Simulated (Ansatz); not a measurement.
Candidates (primitive cells; geometry: cell and atoms relaxed with PBEsol):
A. MgS (Fm-3m), a = b = c = 3.664 Å, α = β = γ = 60.00°
B. SiS₂ (I-42d), a = b = c = 5.8004 Å, α = β = 123.38°, γ = 84.23°
C. ZnS (F-43m), a = 3.788 Å, b = 3.788 Å, c = 3.788 Å, α = 60.00°, β = 60.00°, γ = 60.00°

Problem. Rank these by hole conductivity mass (lowest first), as PBEsol, rigid bands run with Ansatz (a quantum-chemistry and plane-wave program) gives it.

Solution. C (0.74 mₑ), A (1.00 mₑ), B (1.26 mₑ)

Masses are for dilute carriers at 300 K, harmonic means over directions unless an axis is named. Spin-orbit coupling is left out.

Formula and space group known from diffraction (Crystallography Open Database), not checked to be the room-temperature form: SiS2 (I-42d).
